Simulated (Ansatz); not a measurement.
Worked example: relaxation of cell and atoms of LaAl2 (Fd-3m, 6 atoms in the cell) in Ansatz (an electronic-structure program).

Method: PBEsol, default PAW files made with PBE (plane waves; Ansatz).

The change in words: atoms on their sites; basis.ecutwfc: 420 eV → 630 eV; relax: default → cell and atoms. Reference geometry:
```
LaAl2
1.0
    0.00000     4.04414     4.04414
    4.04414     0.00000     4.04414
    4.04414     4.04414     0.00000
La Al
2 4
Cartesian
  0.02887   0.02887   0.02887
  2.02207   2.02207   2.02207
  5.05518   5.05518   5.05518
  5.05518   3.03311   3.03311
  3.03311   3.03311   5.05518
  3.03311   5.05518   3.03311
```

Reference input (self-consistent single point, DFT, PBEsol, plane waves, default PAW files made with PBE): basis.ecutwfc = 420 eV; kpoints.mp_grid.grid = 6 6 6; hamiltonian.xc = pbesol; hamiltonian.pseudopotentials = {kind: paw} (the program's default PAW files); scf.occupations.method = fermi_dirac; scf.occupations.width = 0.1 eV. This run's input differs from it in these lines:

Ansatz 0.2 input:
```diff
@@ -6,3 +6,3 @@
   atoms:
-    - { symbol: La, position: [0.003569, 0.003569, 0.003569] }
+    - { symbol: La, position: [0.000000, 0.000000, 0.000000] }
     - { symbol: La, position: [0.250000, 0.250000, 0.250000] }
@@ -13,3 +13,3 @@
 basis:
-  ecutwfc: 420.0 eV
+  ecutwfc: 630.0 eV
 kpoints:
@@ -21,2 +21,4 @@
   occupations: { method: fermi_dirac, width: 0.1 eV }
+relax:
+  cell: {}
 output:
```

Output (repeated stretches shortened):

```
   [... SCF lines of the steps left out ...]
relax step   1: F+E_penalty+E_count = -14423.81360483 eV  Δ(F+E_penalty+E_count) = +0.000e0 eV  max|allowed force component| = 6.939e-18 eV/Å  Δτ_max = 0.0000 Å  P = -0.696 GPa  Ω = 132.285 Å³  (6 SCF iters, dr2 threshold 1.00e-7 eV, accepted)
relax step   2: F+E_penalty+E_count = -14423.81568797 eV  Δ(F+E_penalty+E_count) = -2.083e-3 eV  max|allowed force component| = 3.643e-17 eV/Å  Δτ_max = 0.0000 Å  P = +0.378 GPa  Ω = 130.277 Å³  energy of the carried Pulay correction = +7.676e-6 eV  [...]
relax step   3: F+E_penalty+E_count = -14423.81649503 eV  Δ(F+E_penalty+E_count) = -8.071e-4 eV  max|allowed force component| = 3.412e-17 eV/Å  Δτ_max = 0.0000 Å  P = -0.005 GPa  Ω = 130.977 Å³  energy of the carried Pulay correction = +4.988e-6 eV  [...]
relax step   4: F+E_penalty+E_count = -14423.81648972 eV  Δ(F+E_penalty+E_count) = +5.306e-6 eV  max|allowed force component| = 4.202e-17 eV/Å  Δτ_max = 0.0000 Å  P = -0.005 GPa  Ω = 130.977 Å³  stress off target by 5.34e-3 GPa  SCF on the basis [...]
basis re-selected at this cell: Δ(F+E_penalty+E_count) = +5.306e-6 eV, ΔP = +0.000 GPa vs the last step
the relaxation is at rest under the 48 symmetry operations that the run kept from its start: a minimum is not shown …
Stability not checked: this state was not tested for a lower state beside it, because too few of the mixer's solves of this state at the end of the SCF gave a …
Free energy (F): -14423.816490 eV
Internal energy: -14423.695737 eV  (E = F + TS)
   [... lines left out ...]
Fermi energy:    10.111352 eV
  cell:  # Å, volume = 130.9768 Å³
   [... lines left out ...]
    - { symbol: La, position: [0.25, 0.25, 0.25] }
    - { symbol: Al, position: [0.6249999999999999, 0.6249999999999999, 0.6249999999999999] }
    - { symbol: Al, position: [0.125, 0.6249999999999999, 0.6249999999999998] }
    - { symbol: Al, position: [0.6249999999999999, 0.6249999999999999, 0.125] }
    - { symbol: Al, position: [0.6249999999999999, 0.125, 0.6249999999999998] }
```

The run converged. 

Summary of the result:
* **Free energy E − TS (on the zero of these files)**: -14423.8165 eV
* **Fermi level (on the code's own zero)**: 10.11 eV
* **Pressure**: -0.01 GPa
* **Final cell**: a = b = c = 5.7004 Å, α = β = γ = 60.00°
* **Final volume per atom**: 21.83 Å³
* **Relaxation steps**: 4

The starting cell comes from a database of computed structures (which also holds hypothetical and non-ambient phases and stackings), without a prior relaxation at this level. Its lattice was rescaled by up to half a per cent. The relaxation keeps the symmetry of its start, so its end need not be a minimum. Ansatz's pressure includes its estimate of the finite-basis (Pulay) stress.
